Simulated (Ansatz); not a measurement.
Here is the system:

```
CELL_PARAMETERS angstrom
      3.20784     0.00000     0.00000
      0.00000     4.53657     0.00000
      0.00000     0.00000    23.01960
ATOMIC_POSITIONS crystal
  P  0.75000 0.50217 0.31997
  B  0.25000 0.29484 0.34070
  P  0.25000 0.98360 0.39533
  B  0.75000 0.74023 0.39488
  P  0.75000 0.48918 0.46470
  B  0.25000 0.23998 0.46562
  P  0.25000 0.98918 0.53530
  B  0.75000 0.73998 0.53438
  P  0.75000 0.48360 0.60467
  B  0.25000 0.24023 0.60512
  P  0.25000 0.00217 0.68003
  B  0.75000 0.79484 0.65930
```

No spin polarisation.

Method: r2SCAN (Ansatz, a quantum-chemistry and plane-wave program; PAW; 500 eV plane waves; without spin-orbit coupling). Γ-centred 10×7×1 mesh, Fermi–Dirac width 0.05 eV. The cell is a slab with vacuum along z.

Q: What is the computed valence-band top at Γ (three highest levels, from the VBM)?

A: 0.00, -0.09, -0.53 eV.

Q: What band gap does the calculation give?

A: 0.73 eV.

Q: Estimate the smallest direct gap.

A: 1.78 eV.

No phonon test of stability was made. The cell was made from BP in the zinc blende structure (space group F-43m, No. 216) by this change: a free-standing slab of 6 layers (12 atoms, 2 a layer) is cut normal to [110], with 15 Å of vacuum and the in-plane cell held at bulk.
